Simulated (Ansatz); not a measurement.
## What each level gives and costs: SnSe (Pnma, 8 atoms in the cell)

Cell: a = 11.4370 Å, b = 4.0458 Å, c = 4.6092 Å, α = 90.00°, β = 90.00°, γ = 90.00°.

Program: Ansatz (a quantum-chemistry and plane-wave program), default PAW files made with PBE; each row names its functional.

Base settings: basis.ecutwfc = 420 eV; kpoints.mp_grid.grid = 1 3 3; hamiltonian.xc = hse06; hamiltonian.pseudopotentials = {kind: paw} (the program's default PAW files); scf.occupations.method = fermi_dirac; scf.occupations.width = 0.02 eV.

Differences are taken from HSE06, a reference of convenience: it is no measurement, and no ranking of the functionals follows.

Core times come from one kind of shared machine and are given to one figure; runs under 30 s give none.

The starting cell comes from a database of computed structures (which also holds hypothetical and non-ambient phases and stackings), without a prior relaxation at this level. Its lattice was rescaled by a random factor within 2.5 % of one. In the base run, with a pressure of about 3 GPa the cell is away from its equilibrium volume at this level. Ansatz's pressure includes its estimate of the finite-basis (Pulay) stress.

| level | gap on the mesh less reference (eV) | pressure less reference (GPa) | largest difference in the force on any atom (eV/Å) | core time / reference (rough) |
|---|---|---|---|---|
| PBEsol | -0.490 | -1.41 | 0.120 | – |
| PBE0 | 0.628 | -0.01 | 0.020 | 1 |
| HSE06 | 0.000 | 0.00 | 0.000 | 1 |

Keys are those of Ansatz 0.2.
